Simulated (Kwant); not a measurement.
Device: quantum point contact (saddle potential) in a ZnO two-dimensional gas. Effective mass 0.3 mₑ, grid spacing 15 nm, hard walls, nominal width 300 nm (19 grid rows, so walls 300 nm apart), one parabolic valley, scattering region 900 nm long along x; energies count from the band bottom; Fermi energy 0.000508 eV. Potential (V0 + ½k y²) cos²(πx/L) for |x| < L/2, with V0 swept from 0.0005334 to 0 eV, k = 2.3e-07 eV/nm², L = 680 nm.

Constants are typed, rounded textbook-type inputs, not results; the design itself was drawn at random and stands for no fabricated device.

Kwant, effective-mass tight-binding model on a square grid, one spin, coherent transport at 0 K. Conductance is in e²/h.

Task: Compare with the saddle-point formula G = Σ 1/(1 + exp(−2π(E − V0 − ħωy(n + ½))/ħωx)), taking ħωy = ħ√(k/m) and ħωx from the curvature along x of V0 plus half of the mode's confinement energy.

Result: ħωy = 0.242 meV; at V0 = 0.433 meV the lowest mode has ħωx = 0.0731 meV.

| V0 (meV) | formula | simulation |
|---|---|---|
| 0.502 | 9.4e-5 | 9.1e-5 |
| 0.433 | 0.019 | 0.022 |
| 0.363 | 0.90 | 0.91 |
| 0.294 | 1.00 | 1.00 |
| 0.224 | 1.00 | 1.00 |
| 0.155 | 1.28 | 1.48 |

The formula takes a parabolic saddle in the continuum; the run has the full potential on a grid.
